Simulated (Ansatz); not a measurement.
## Migration barriers: interstitial F in rock-salt MgO, charge state -1

Defect migration in rock-salt MgO: interstitial F, charge state -1. Computed with PBE, PAW (plane waves to 420 eV; Ansatz, a quantum-chemistry and plane-wave program).

Settings: 64 host sites, the relaxed PBE lattice, the Γ point alone, smearing 0.01 eV, spin-restricted, no image-charge correction. Energies are static. The charge state is imposed; whether it is stable for some Fermi level was not computed. Sites that were not tried may lie lower.

Barriers: single points on a 2×2×2 k-point mesh shifted by half a step at the bands' geometries.

```tsv
Route	Start site over the lowest site run (eV)	Hop (Å)	Forward barrier (eV)	Backward barrier (eV)	Neighbours at the start	Neighbours at the saddle	Saddle order	Forward, on the band's own sampling (eV)
a concerted move, in which F travels most	0.00	2.12	0.96	0.96	4 Mg at 1.90; 4 O at 2.20 Å	2 Mg at 1.78; 2 O at 2.10 Å	not checked, on a symmetry element	0.96
```

Paths come from nudged elastic bands with a climbing image.  A band can be held on a symmetry element, so unchecked saddle points there may be too high.

The whole set of runs took around 0.3 core-hours (rough).
